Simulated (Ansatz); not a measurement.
We consider AlN (model structure, Fm-3m, No. 225, 6 atoms in the cell; like a known high-pressure phase), described by PBE0 (Ansatz, a quantum-chemistry and plane-wave program, plane waves, PAW).

Run with plane-wave cutoff 460 eV, 9×9×4 k mesh (along the axes of the cell as run), Fermi–Dirac smearing 0.01 eV, scalar-relativistic PAW data made under PBE.

Cell (relaxed with PBEsol):

```cif
data_Al4N4
_chemical_formula_sum 'Al4 N4'
_space_group_name_H-M_alt 'Fm-3m'
_space_group_IT_number 225
_space_group_name_Hall '-F 4 2 3'
_cell_length_a 4.04526
_cell_length_b 4.04526
_cell_length_c 4.04526
_cell_angle_alpha 90.000
_cell_angle_beta 90.000
_cell_angle_gamma 90.000
loop_
_atom_site_label
_atom_site_type_symbol
_atom_site_symmetry_multiplicity
_atom_site_Wyckoff_symbol
_atom_site_fract_x
_atom_site_fract_y
_atom_site_fract_z
_atom_site_occupancy
Al1 Al 4 b 0.50000 0.50000 0.50000 1
N1 N 4 a 0.00000 0.00000 0.00000 1
```
(The calculation used a cell of 6 atoms; values per cell refer to that cell.)

Give the computed band gap and smallest direct gap on the k points sampled.


- band gap = 6.77 eV (indirect)
- smallest direct gap on the k points sampled = 7.92 eV

Note: cell and atoms aren't relaxed at this level (pressure -3.1 GPa).

The computed numbers hold no vibrational or temperature effects.

A model structure was made by putting elements into a prototype or built by hand; it is no filed structure, need not be a known phase, and can be a saddle point held by its symmetry.
